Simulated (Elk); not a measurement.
Band structure of CaCd2 (Imma, 6 atoms in the cell).

```
CELL_PARAMETERS angstrom
     -2.46894     3.78884     4.19787
      2.46894    -3.78884     4.19787
      2.46894     3.78884    -4.19787
ATOMIC_POSITIONS crystal
  Ca 0.79145 0.54145 0.25000
  Ca 0.20855 0.45855 0.75000
  Cd 0.61667 0.16455 0.45212
  Cd 0.38333 0.83545 0.54788
  Cd 0.21243 0.16455 0.04788
  Cd 0.78757 0.83545 0.95212
```

Method: LDA (PW92), all-electron FP-LAPW, Elk's shipped species files, APW+lo basis with extra local orbitals in Elk 10.2.4.

Settings: rgkmax = 8; swidth = 0.00367493 Ha; ngridk = 4 4 4; gmaxvr = 18 1/bohr; lmaxapw = 10; lmaxo = 8; nxlo = 2; lorbcnd = true; lradstp = 2; nrmtscf = 2; rmtscf = 0.98; lmaxi = 4; maxscl = 100.

The starting cell comes from a database of computed structures (which also holds hypothetical and non-ambient phases and stackings), without a prior relaxation at this level. Values depend on the basis (sphere radii, cutoffs, local orbitals), which need not be converged.

Levels in eV from the Fermi level, bands 43 to 50:
```csv
point,43,44,45,46,47,48,49,50
Γ,-2.18,-0.92,-0.57,-0.01,0.17,0.53,1.49,1.66
X,-4.15,-2.58,-1.82,-0.59,0.47,1.01,2.28,2.36
L,-4.14,-2.55,-1.71,-0.66,0.43,1.06,2.22,2.38
T,-2.81,-2.81,-1.26,-1.26,0.75,0.75,1.51,1.51
W,-3.45,-3.45,-0.13,-0.13,0.64,0.64,1.25,1.25
R,-3.46,-2.14,-0.99,-0.68,0.03,0.21,0.70,2.36
X1,-4.15,-2.58,-1.82,-0.59,0.47,1.01,2.28,2.36
Z,-4.35,-2.65,-0.41,0.42,1.94,2.03,2.41,2.55
Y,-4.33,-2.51,-0.40,0.44,1.95,2.02,2.32,2.37
S,-1.46,-1.41,-0.19,-0.10,0.75,0.78,1.35,1.63
```

Bands cross the Fermi level along this path, so the cell is metallic at this level.
